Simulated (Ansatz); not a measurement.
**What biaxial strain −1.50 %, plane normal [001], relaxed out of plane does to Pd**

The parent structure is Pd in the fcc (Cu type) structure (space group Fm-3m, No. 225; a = 3.8414 Å; relaxed with 0.1 eV smearing). Axes: x, y, z lie along the cube axes.

One thing is altered: biaxial strain −1.50 %, plane normal [001], relaxed out of plane (Cartesian); in-plane vectors clamped, the third vector and the atoms free.

All numbers come from Ansatz (a program for electronic structure) LDA, no SOC. k-mesh 29×29×29 (Γ-centred); smearing 0.1 eV (Fermi–Dirac).

```tsv
quantity	base	changed	shift
volume per atom	14.17 Å³	14.05 Å³	-0.12 Å³
shortest interatomic distance	271.6 pm	267.6 pm	-4.07 pm
energy relative to the base (free energy F)	0 meV/atom	+3.9 meV/atom	+3.9 meV/atom
pressure (mean of the normal stresses, compression positive)	0.0 GPa	2.1 GPa	+2.1 GPa
band gap	zero	zero	–
out-of-plane strain	–	+2.20 %	–
ratio −ε⊥/ε∥	–	1.47	–
mean in-plane stress (compression positive)	–	+3.1 GPa	–
```

Whether these cells are dynamically stable was not tested. All final runs are without spin polarisation.
